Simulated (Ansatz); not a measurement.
An Ansatz (a quantum-chemistry and plane-wave program) input (plane-wave PAW DFT at the PBEsol level (Ansatz, 420 eV), no spin-orbit coupling):

Ansatz 0.2 input:
```yaml
crystal:
  lattice:
    - [5.8720740066, 0.0587207401, 0]
    - [0.0587207401, 5.8720740066, 0]
    - [0, 0, 5.8720740066]
  atoms:
    - { symbol: Cs, position: [0, 0, 0] }
    - { symbol: Pb, position: [0.5, 0.5, 0.5] }
    - { symbol: Br, position: [0.5, 0, 0.5] }
    - { symbol: Br, position: [0, 0.5, 0.5] }
    - { symbol: Br, position: [0.5, 0.5, 0] }
basis: { ecutwfc: 420, ecutrho_ratio: 4, xc_grid: 2, fft_grid_basis: typed }
kpoints: { mp_grid: { grid: [6, 6, 6] } }
hamiltonian:
  xc: pbesol
  dispersion: none
  pseudopotentials: { kind: paw }
scf: { occupations: { method: fermi_dirac, width: 0.05 }, convergence: { dr2_threshold: 0.0000000005 } }
relax: { f_tol: 0.005, max_steps: 50 }
output: { forces: true, stress: true }
checkpoint: { write: state.ck, write_every: 1000 }
```

### Question
Which symmetry and how many k-points will the program report, and about how many plane waves at Γ?

### Answer
Space group Cmmm (ITA 65) with 8 operations, k-points 52 of 216, and 3917 plane waves at Γ.

The cells carry an imposed strain or load. Whether these cells are dynamically stable was not tested. The cell was made from CsPbBr₃ in the cubic perovskite structure (space group Pm-3m, No. 221) by this change: tensor shear ε_xy = +1.00 %. Many cubic perovskites are stable only at high temperature; tilts and polar distortions were not tested. This is not the structure that CsPbBr3 has at room temperature and ambient pressure.
